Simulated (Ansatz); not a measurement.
For ZnS (P6₃mc, No. 186, 12 atoms in the cell; start COD 9013162; high-temperature phase), LDA (Ansatz, an electronic-structure program, PAW) gives:

| Property | Value |
|---|---|
| lattice constant a | 3.742 Å |
| c axis length | 18.374 Å |
| cohesive energy | 3.72 eV/atom |

Question: What does HSE06 (Ansatz, PAW) give for the same quantities?

Answer: 
- lattice constant a: 3.835 Å (rises by 2.5 %)
- lattice parameter c: 18.803 Å (grows by 2.3 %)
- cohesive energy: 2.98 eV/atom (shrinks by 0.74 eV/atom)

Changes are worked out from the printed values.

Unless a cell is named, each level is at its own relaxed cell (LDA 18.57, HSE06 19.96 Å³/atom).

Caveats: the relaxation could not lower the start's symmetry, so the cell can be a saddle point above a distorted one (LDA, HSE06). Ansatz's density-functional and Hartree–Fock values are scalar-relativistic unless marked +SOC, with PAW data made under PBE.
